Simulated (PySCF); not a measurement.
PySCF 2.14.0, R2SCAN/def2-svp, df: methylammonium (C[NH3+]), charge +1, multiplicity 1, 8 atoms. The geometry is a generated start, not checked to be a minimum at this level.

```yaml
task: energy
method: r2scan
basis: def2-svp
two_electron_scheme: density fitting
mol.max_memory: 3000 MB
mf.max_cycle: 100
mf.DIIS: CDIIS (default)
mf.diis_space: 8 (default)
mf.conv_tol: 1e-09 (default)
mf.grids.level: 3 (default)
basis_functions: 58
grid_points: 86872
```

```xyz
8

C     -0.7300     0.1021    -0.0177
N      0.7394    -0.1034     0.0181
H     -1.1822    -0.5567    -0.7557
H     -0.9570     1.1328    -0.2815
H     -1.1615    -0.1141     0.9577
H      0.9645    -1.0762     0.2690
H      1.1741     0.5187     0.7130
H      1.1528     0.0968    -0.9028
```

Charge 1 and multiplicity 1 are set for this test and not shown to be the ground state.

With the defaults (mf.diis = true, newton = off, mf.diis_damp = 0, mf.damp = 0, mf.diis_start_cycle = 1, mf.init_guess = minao, mf.level_shift = 0) it converges in 10 Fock builds. One run each on 2 threads, 1 BLAS thread, with these changes:
- mf.init_guess = sap
- mf.init_guess = atom
- mf.damp = 0.7, mf.diis_start_cycle = 8
- mf.level_shift = 1 Hartree
- mf.diis = false, mf.damp = 0.7, mf.diis_start_cycle = 999
- mf.diis = false
- mf.diis_damp = 0.3
- newton = Hessian by the SCF's own integrals
- mf.level_shift = 0.1 Hartree

Task: Which runs fail or end elsewhere than the default run?

Result: No convergence: mf.diis = false (the run ends without SCF convergence in 100 cycles). The rest reach the solution of the defaults.

```
setting                                                    Fock builds             end
---------------------------------------------------------  -----------  --------------
the defaults                                                        10   same solution
mf.diis_damp = 0.3                                                  10   same solution
mf.init_guess = atom                                                10   same solution
mf.level_shift = 0.1 Hartree                                        10   same solution
mf.init_guess = sap                                                 11   same solution
mf.damp = 0.7, mf.diis_start_cycle = 8                              15   same solution
newton = Hessian by the SCF's own integrals                         17   same solution
mf.level_shift = 1 Hartree                                          23   same solution
mf.diis = false, mf.damp = 0.7, mf.diis_start_cycle = 999           26   same solution
mf.diis = false                                                    101  no convergence
```

Under newton the count holds the products with the orbital Hessian.
